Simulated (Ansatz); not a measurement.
The starting structures come from a database of crystals and need not be the phases stable at ambient conditions.

By PBEsol, the system below comes out a metal.

Here is the system:

```
Si
1.0
    2.60536     0.00000     0.00000
   -1.30268     3.28655     0.00000
    1.30268     0.00000     3.35362
Si
2
Direct
  0.25000   0.50000   0.50000
  0.50000   0.00000   0.00000
```

Space group of this cell: Fddd. The cell is strained (lengths across the current scaled by 0.98, ions clamped); by PBEsol its mean pressure is 5.8 GPa.

The current flows along the normal of the first two printed cell vectors. No spin-orbit coupling; the value is a mean over 0.1 eV about the Fermi level.

Question: Predict the ballistic conductance per area from Ansatz (an electronic-structure program) with PBEsol.

Answer: 1.3 × 10¹⁵ S/m² for both spins.
